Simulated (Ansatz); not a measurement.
Consider this model of amorphous Zr20O43Y2.

```xyz
65
Lattice="9.6844 -0.0984 -0.0897 -0.0984 9.1597 0.1092 -0.0897 0.1092 9.5574" Properties=species:S:1:pos:R:3 pbc="T T T"
Zr     4.7133     7.4784     8.8750
Zr     6.1381     2.7669     4.3355
Zr    -0.0588     2.2320     5.0348
Zr     0.6836     7.9536     3.4203
Zr     8.8364     0.1918     8.7798
Zr     5.5416     5.6948     5.9854
Zr     2.8924     1.2146     3.5185
Zr     8.3060     3.0101     1.2963
Zr     7.0655     8.7579     6.1003
Zr     1.0103     3.6052     8.5356
Zr     7.2208     2.9533     7.3453
Zr     7.3571     6.1937     3.0130
Zr     7.9356     6.2660     8.9222
Zr     6.8593     0.2911     2.5108
Zr     2.7743     0.7468     0.3198
Zr     1.2535     4.4311     2.8674
Zr     1.5797     6.7639     9.4709
Zr     3.8518     6.5874     2.6436
Zr     3.0153     7.8739     5.8576
Zr     4.2521     1.9133     7.1649
O      8.3725     8.0463     2.7770
O      6.1119     4.8348     3.8316
O      8.6077     3.0586     8.8134
O      7.2662     6.8189     5.1246
O      8.0171     0.9145     0.8755
O      5.2424     7.8800     6.6016
O      2.4214     5.0022     9.2726
O      0.6906     3.7175     1.1104
O      7.8454     3.3205     5.3695
O      9.5294     7.5043     0.1531
O      4.3403     0.4335     8.5658
O      5.0323     3.6233     5.9514
O      9.3330     5.6347     3.6325
O      1.5991     0.3234     2.0178
O      2.9275     8.2828     3.7697
O      2.9054     2.6675     8.5118
O      0.7573     0.4937     4.5112
O      0.5819     3.6188     6.5324
O      2.5696     7.5473     7.8793
O      6.5885     2.5254     2.2776
O      1.8567     2.9115     4.1628
O      4.9704     5.9819     0.9883
O      5.6859     2.9368     8.6166
O      4.8169     5.7136     7.8904
O      3.9633     6.2839     4.8680
O      6.7111     7.8820     9.2309
O      0.1520     5.6364     8.3153
O      7.7935     5.1135     1.1656
O      1.1695     7.1147     5.3532
O      3.2092     0.7979     5.8031
O      3.5551     2.0035     1.6058
O      8.4637     1.1260     6.9417
O      4.9685     1.1874     3.7108
O      6.0846     1.3938     6.3480
O      8.4039     7.7539     7.3132
O      9.1851     2.9560     3.1285
O      0.8858     1.2516     8.9319
O      3.3032     4.6290     2.5711
O      1.6414     6.4741     2.1601
O      5.7804     7.6802     2.8080
O      3.2935     7.8682     0.8125
O      7.3576     5.1069     7.2915
O      7.6001     0.8368     4.3048
Y      4.3476     3.9163     0.4873
Y      9.2119     5.6869     5.9645
```

Calculation: PBE, scalar-relativistic without spin-orbit coupling (plane waves to 420 eV, PAW; Ansatz, a program for electronic structure).

Preparation: random packing, a CHGNet melt and quench, and a DFT relaxation. O atoms were pushed apart under 1.9 Å during the dynamics, to hinder bonds among them. The hot cell started wider than the set density and was brought back towards it in steps. It is the lowest in DFT energy of 2 quenches. It is a model cell: composition and starting density were chosen by hand, and all elements were melted together. No dispersion term was used. Its density started from a set value of 5.28 and ended at 5.27 g/cm³. Cooling (nominally 380 K/ps over its main leg) ran many orders faster than in experiment, which tends to leave more defects and strain. Values belong to this one cell and scatter from quench to quench. Volume and shape were free in the relaxation. Stress components on the final sampling reach 1.3 GPa. Cycles of charging lowered its energy after that relaxation.

Neighbours within Zr-Zr 3.41 Å, Zr-O 2.72 Å, Zr-Y 3.58 Å, O-O 1.58 Å, O-Y 2.82 Å, Y-Y 3.74 Å count as bonded. Two cations that share two anions don't count as bonded, nor two that share one unless they lie closer than Zr-Zr 3.32 Å, Zr-Y 3.48 Å, Y-Y 3.64 Å.

Q: Give the coordination numbers, mean bond lengths and angles.

A: 
| Quantity | Value |
|---|---|
| Mean coordination of Zr by anions | 6.45 (11 with 6, 9 with 7) |
| Mean coordination of O | 3.35 (28 with 3, 15 with 4) |
| Mean coordination of Y by anions | 7.50 (1 with 7, 1 with 8) |
| Mean Zr-O bond | 2.166 Å (spread 0.130 Å, 129 counted) |
| Mean O-Y bond | 2.419 Å (spread 0.178 Å, 15 counted) |
| Bond angle at Zr | mean 102.0°, spread 29.2° |
| Bond angle at O | mean 112.2°, spread 17.0° |
| Bond angle at Y | mean 99.1°, spread 31.0° |

Q: List the pairs of like atoms that count as bonded by the rules above.

A: There are none by these rules.
